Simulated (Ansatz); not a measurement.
An Ansatz (an electronic-structure program) run: CsPbCl3 with a change (biaxial strain −2.50 %, plane normal [111], relaxed out of plane); Ansatz, LDA, PAW, cutoff 420 eV, no spin-orbit coupling.

Input:

Ansatz 0.2 input:
```yaml
crystal:
  lattice:
    - [7.612478708, 0, 0]
    - [3.806239354, 6.5925999469, 0]
    - [3.806239354, -2.1975333156, 3.2273114733]
  atoms:
    - { symbol: Cs, position: [0, 0, 0] }
    - { symbol: Pb, position: [0, 0.5, 0.5] }
    - { symbol: Cl, position: [0.5, 0, 0] }
    - { symbol: Cl, position: [0, 0.5, 0] }
    - { symbol: Cl, position: [0.5, 0.5, 0] }
basis: { ecutwfc: 420, ecutrho_ratio: 4, xc_grid: 2, fft_grid_basis: typed }
kpoints: { mp_grid: { grid: [6, 6, 6] } }
hamiltonian:
  xc: lda
  dispersion: none
  pseudopotentials: { kind: paw }
scf: { occupations: { method: fermi_dirac, width: 0.05 } }
relax: { f_tol: 0.005, max_steps: 50, cell: { stress_tol: 0.01, fix: [a, b, gamma] } }
output: { forces: true, stress: true }
checkpoint: { write: state.ck, write_every: 1000 }
```

Output (explanatory and most iteration lines left out):

```
Relaxation: its limit of steps is 50 (relax.max_steps)
Pseudopotential: Cs, paw, valence charge 9
Pseudopotential: Pb, paw, valence charge 14
Pseudopotential: Cl, paw, valence charge 7
Crystal: 5 atoms, lattice volume = 161.966 Å³
Basis set: ecut = 420 eV, 3155 PW (Γ), exchange–correlation on 108×108×80 points (8 copies of the dense FFT grid, shifted against one another)
Bands: 27, of which v1, the nominal top of the filled ones, is band 22 counted from 1 (21 counted from 0)
Symmetry: 12 space group operations
Space group: R-3m (ITA 166), of the structure as read, at distance tolerance 5.5e-5 Å
k-points: 32 of 216
Functional: x = slater, c = lda
SCF iter   1: F=—  HF=-20246.762823 eV  |F-HF|=—  |Δ(HF+E_count)|=         —  Δρ=5.67e-3  dr2=5.90e-2  ethr=1.77e-3  ⟨swp⟩=7.2  Hψ=4649  notcnv=0
SCF iter   2: F=—  HF=-20246.745886 eV  |F-HF|=—  |Δ(HF+E_count)|=   1.69e-2  Δρ=2.65e-3  dr2=9.16e-3  ethr=1.34e-4  ⟨swp⟩=2.5  Hψ=1674  notcnv=0  defer=12
SCF 1 converged in 6 iterations: F = -20246.743249 eV  dr2 = 6.10e-8
relax step   1: F+E_penalty+E_count = -20246.74324902 eV  Δ(F+E_penalty+E_count) = +0.000e0 eV  max|allowed force component| = 2.900e-29 eV/Å  Δτ_max = 0.0000 Å  P = +1.224 GPa  Ω = 161.966 Å³  fix = [a, b, gamma]  reactions: a +1.322, b +1.322 GPa  (6 SCF iters, dr2 threshold 1.00e-7 eV, accepted)
[... steps on the carried basis left out ...]
relax step   4: F+E_penalty+E_count = -20246.75642288 eV  Δ(F+E_penalty+E_count) = -5.165e-6 eV  max|allowed force component| = 1.696e-28 eV/Å  Δτ_max = 0.0000 Å  P = +0.350 GPa  Ω = 166.183 Å³  energy of the carried Pulay correction = -1.501e-4 eV  fix = [a, b, gamma]  reactions: a +0.524, b +0.524 GPa  (4 SCF iters, dr2 threshold 1.53e-9 eV, accepted)
Crystal: 5 atoms, lattice volume = 166.183 Å³
SCF iter   1: F=—  HF=-20246.756610 eV  |F-HF|=—  |Δ(HF+E_count)|=         —  Δρ=2.62e-5  dr2=1.41e-7  ethr=1.06e-7  ⟨swp⟩=3.6  Hψ=7179  notcnv=0
SCF iter   2: F=—  HF=-20246.756590 eV  |F-HF|=—  |Δ(HF+E_count)|=   2.01e-5  Δρ=1.31e-5  dr2=3.12e-8  ethr=3.21e-10  ⟨swp⟩=2.3  Hψ=1524  notcnv=0
SCF 5 converged in 5 iterations: F = -20246.756590 eV  dr2 = 3.76e-13
SCF converged after 5 iterations
Free energy (F): -20246.756590 eV
Internal energy: -20246.756590 eV  (E = F + TS)
E sigma→0 (E₀):  -20246.756590 eV
Entropy (-TS):   -0.000000 eV (-0.000 meV/atom)
Fermi energy:    5.326882 eV
--- Forces (eV/Å), atoms counted from 1 ---
  atom   1  Cs     0.00000000     0.00000000     0.00000000
  atom   2  Pb     0.00000000    -0.00000000    -0.00000000
  atom   3  Cl     0.00000000    -0.00000000    -0.00000000
  atom   4  Cl     0.00000000     0.00000000    -0.00000000
  atom   5  Cl     0.00000000     0.00000000    -0.00000000
--- Stress (GPa, compression-positive) ---
        0.524165       0.000000      -0.000000
        0.000000       0.524165      -0.000000
       -0.000000      -0.000000       0.003619
  P = ⅓ Tr σ = 0.3506 GPa (3.506 kbar)
--- Relaxed structure (4 steps of the walk, 4 accepted, 1 SCFs on fresh bases) ---
  cell:  # Å, volume = 166.1830 Å³
    - [7.612478708002228, 5.366768714929434e-40, -3.362033406224823e-34]
    - [3.806239354001114, 6.592599946898071, -3.4046216009544664e-11]
    - [3.806239354001114, -2.1975333156155896, 3.3113398283231574]
  atoms:
    - { symbol: Cs, position: [-1.654616012186823e-34, 2.5776329750838314e-35, 6.564358464860126e-35] }
    - { symbol: Pb, position: [0.0, 0.4999999999999999, 0.49999999999999994] }
    - { symbol: Cl, position: [0.49999999999999994, 2.5776329751037756e-35, 6.564358464889071e-35] }
    - { symbol: Cl, position: [-5.1560756132297275e-17, 0.4999999999999999, -8.077935669463161e-28] }
    - { symbol: Cl, position: [0.4999999999999999, 0.4999999999999999, -8.077935669463161e-28] }
```

With Pb present, leaving out spin-orbit coupling can change the band edges. Stability against distortions was not tested. The cell was made from CsPbCl3 in the cubic perovskite structure (space group Pm-3m, No. 221) by this change: biaxial strain −2.50 %, plane normal [111], relaxed out of plane. Many cubic perovskites are stable only at high temperature; tilts and polar distortions were not tested. This is not the structure that CsPbCl3 has at room temperature and ambient pressure.
